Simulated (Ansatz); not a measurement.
Pressure series in SiS2

The reference is SiS₂ (space group Ibam, No. 72; made of chains).

```xyz
6
Lattice="-2.9008 4.9446 2.7731 2.9008 -4.9446 2.7731 2.9008 4.9446 -2.7731" Properties=species:S:1:pos:R:3 pbc="T T T"
S      1.7420     3.8092     2.7731
S      1.1588    -1.1355     2.7731
S      1.7420     6.0801     0.0000
S      1.1588     1.1355     0.0000
Si     0.0000     0.0000     4.1597
Si     0.0000     0.0000     1.3866
```

Cell and atoms are relaxed at each pressure.

Method: DFT with r2SCAN, PAW potentials and a 500 eV plane-wave cutoff in Ansatz (a quantum-chemistry and plane-wave program), spin-orbit coupling left out, earlier PAW set.

```tsv
case	shortest interatomic distance	density	gap character
base	2.134 Å	1.92 g/cm³	indirect, Σ₀–Γ (22 % along) → k = (3/8, 3/8, -3/8) in the run's primitive reciprocal basis
pressure 1.8 GPa	2.127 Å	2.22 g/cm³	indirect, Σ₀–Γ (20 % along) → G₀–X (75 % along)
pressure 4.2 GPa	[?]	2.42 g/cm³	indirect, Σ₀–Γ (20 % along) → X
pressure 9 GPa	2.105 Å	2.68 g/cm³	indirect, Σ₀–Γ (18 % along) → X
pressure 18 GPa	2.086 Å	3.02 g/cm³	[?]
pressure 30 GPa	2.066 Å	3.35 g/cm³	direct at Γ
pressure 45 GPa	2.048 Å	3.67 g/cm³	direct at Γ
pressure 60 GPa	2.038 Å	3.98 g/cm³	–
```

### Question
Complete the table.

### Answer

- pressure 4.2 GPa, shortest interatomic distance: 2.118 Å
- pressure 18 GPa, gap character: indirect, Σ₀–Γ (18 % along) → Γ

The mesh was chosen for an insulator and is coarse for the gapless case. Load acts through the strain it causes; cell and atoms are relaxed under it. No phonon test of stability was made. Competing high-pressure phases were not computed. All final runs are without spin polarisation. No dispersion term is included, though the crystal is made of layers, chains or molecules, so its spacings can come out too wide.
